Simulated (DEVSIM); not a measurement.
# CdS/CdTe n-p heterojunction

Device: CdS/CdTe n-p heterojunction, at 300 K.

```csv
layer (left to right),material,thickness (μm),Nd (cm⁻³),Na (cm⁻³),τn (s),τp (s)
1,CdS,0.450,5.6e16,-,6.9e-10,6.9e-10
2,CdTe,0.810,-,8.1e16,6.9e-10,6.9e-10
```

Left contact: ohmic. Right contact: ohmic. Voltage is applied to the left contact. Recombination: SRH at mid-gap. Mobility is μmin + (μ − μmin)/(1 + (N/Nref)^α).

Constants are typed, rounded textbook-type inputs, not results; the design itself was drawn at random and stands for no fabricated device. Values at 300 K.

```csv
parameter,CdS,CdTe
gap (eV),2.4,1.5
affinity (eV),4.3,4.28
permittivity,9,10.2
Nc (cm⁻³),2.2e18,8e17
Nv (cm⁻³),1.8e19,1.8e19
μn (cm²/Vs),300,1000
μp (cm²/Vs),25,80
"μn,min",30,100
"μp,min",3,10
"Nref,n",1e17,1e17
"Nref,p",1e17,1e17
αn,0.6,0.6
αp,0.6,0.6
```

DEVSIM, 1D drift-diffusion, Boltzmann statistics, complete ionisation; no tunnelling, impact ionisation, image-force lowering or self-heating. Band offsets follow the typed affinities; no thermionic-emission limit at abrupt steps, no polarisation charge.

```json
{
  "potential_step_across_the_device_at_zero_bias": "1.245 V",
  "largest_field_in_the_device_at_zero_bias": "130000 V/cm",
  "Dark forward voltage at 1 A/cm²": "1.093 V",
  "Dark forward voltage at 100 A/cm²": "1.220 V"
}
```

Dark reverse current:

```json
[
 {"V (V)": "0.40", "J (A/cm²)": "1.4e-11"},
 {"V (V)": "1.00", "J (A/cm²)": "1.7e-10"},
 {"V (V)": "2.00", "J (A/cm²)": "4.2e-10"},
 {"V (V)": "3.00", "J (A/cm²)": "6.3e-10"},
 {"V (V)": "4.00", "J (A/cm²)": "8.2e-10"},
 {"V (V)": "6.00", "J (A/cm²)": "1.1e-9"},
 {"V (V)": "8.00", "J (A/cm²)": "1.4e-9"}
]
```

Small-signal capacitance in reverse bias (quasi-static):

```
V (V)  C (nF/cm²)
-----  ----------
0.4          37.3
1            31.8
2            26.4
3            23.0
4            20.7
6            17.6
8            15.5
```
